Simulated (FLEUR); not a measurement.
Band structure of Sr (P6_3/mmc, 2 atoms in the cell).

```xyz
2
Lattice="4.2586 0.0000 0.0000 -2.1293 3.6881 0.0000 0.0000 0.0000 6.9748" Properties=species:S:1:pos:R:3 pbc="T T T"
Sr     0.0000     2.4587     1.7437
Sr     2.1293     1.2294     5.2311
```

Method of the run: PBEsol, all-electron FLAPW (FLEUR), scalar-relativistic valence in FLEUR.

Settings: Kmax = 3.8 1/bohr; GmaxXC = 13.3 1/bohr; xcFunctional = PBEs; jspins = 1; l_soc = F; mode = hist; fermiSmearingEnergy = 0.00999582 Htr; mesh (inpgen div1-3) = 12 12 7; inpgen gamma flag = true; Gmax = 13.3 1/bohr; numbands = 0; maxIterBroyd = 40; imix = Anderson; alpha = 0.05.

The starting cell comes from a database of computed structures (which also holds hypothetical and non-ambient phases and stackings), without a prior relaxation at this level. Its lattice was rescaled by a random factor within 2.5 % of one. Values depend on the basis (sphere radii, cutoffs, local orbitals), which need not be converged.

Levels in eV from the Fermi level, bands 7 to 14:
```csv
point,7,8,9,10,11,12,13,14
Γ,-18.38,-18.38,-3.64,-1.13,0.08,2.32,2.33,2.33
M,-18.42,-18.41,-1.10,-0.51,0.10,0.27,1.33,1.90
K,-18.45,-18.45,-0.22,-0.22,-0.07,0.39,1.36,1.36
A,-18.40,-18.40,-2.70,-2.70,1.29,1.29,2.33,2.33
L,-18.43,-18.43,-0.79,-0.79,0.28,0.28,1.35,1.35
H,-18.42,-18.42,0.15,0.15,0.27,0.27,0.46,0.46
```
